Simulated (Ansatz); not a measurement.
Consider MoSi2 (space group I4/mmm, No. 139; relaxed with 0.1 eV smearing).

```
CELL_PARAMETERS angstrom
     -1.58700     1.58700     3.88936
      1.58700    -1.58700     3.88936
      1.58700     1.58700    -3.88936
ATOMIC_POSITIONS crystal
  Si 0.66479 0.66479 0.00000
  Si 0.33521 0.33521 0.00000
  Mo 0.00000 0.00000 0.00000
```

Cartesian axes are those of the cell as printed.

Calculations: LDA (Ansatz, a first-principles code; PAW; 420 eV plane waves; without spin-orbit coupling).

Modification: the cell is compressed by 2.00 % along x with no lateral relaxation, atoms relaxed at fixed cell.

Predict the stress tensor and what it implies for the stiffness.

Stress of the strained cell less that of the base (GPa, compression positive):
```
    8.9     0.0     0.0
    0.0     2.7     0.0
    0.0     0.0     2.2
```

Then −Δσ_ii/ε with ε = -0.0200 gives secant stiffness values (nonlinear terms included at this strain): C11 ≈ 447 GPa, C12 ≈ 136 GPa and C13 ≈ 108 GPa.

As a check, the harmonic strain energy −½ V₀ Δσ:ε is 7.3 meV/atom; the computed energy rise is 7.2 meV/atom.

No phonon test of stability was made. All final runs are without spin polarisation.
